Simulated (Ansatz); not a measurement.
**C under load (space group Fd-3m): band-edge transport data**

Here is the system:

```
CELL_PARAMETERS angstrom
      0.00000     1.70818     1.70818
      1.70818     0.00000     1.70818
      1.70818     1.70818     0.00000
ATOMIC_POSITIONS crystal
  C  0.00000 0.00000 0.00000
  C  0.25000 0.25000 0.25000
```

Level of theory: PBE, rigid bands (plane waves, PAW, scalar-relativistic; Ansatz, a first-principles code). Condition of this run: hydrostatic pressure of 66 GPa (compression positive) (the target of the relaxation). Cell: cell and atoms relaxed with PBEsol, then loaded as said.

```yaml
band_gap: 4.44 eV
electron conductivity mass (300 K, dilute): 0.41 mₑ
hole conductivity mass (300 K, dilute): 0.50 mₑ
effective density of states N_c (300 K): 5.8e19 cm⁻³
effective density of states N_v (300 K): 4.1e19 cm⁻³
density_of_states_mass_electrons: 1.76 mₑ
density_of_states_mass_holes: 1.39 mₑ
Seebeck coefficient, n-type 1e19 cm⁻³, 300 K: -367 μV/K
best n-type power factor at 300 K for τ = 10 fs (best axis; densities from 1e16 to 1e21 cm⁻³ tried, whether or not they can be reached): 23 μW/(cm·K²) at 3e20 cm⁻³
Seebeck coefficient, p-type 1e19 cm⁻³, 300 K: 334 μV/K
best p-type power factor at 300 K for τ = 10 fs (best axis; densities from 1e16 to 1e21 cm⁻³ tried, whether or not they can be reached): 13.0 μW/(cm·K²) at 1e20 cm⁻³
```

Rigid bands; masses and Seebeck coefficients take one relaxation time τ for all states and one kind of carrier; polarons and phonon drag are left out. Spin-orbit coupling is left out. Geometry: cell and atoms relaxed with PBEsol.
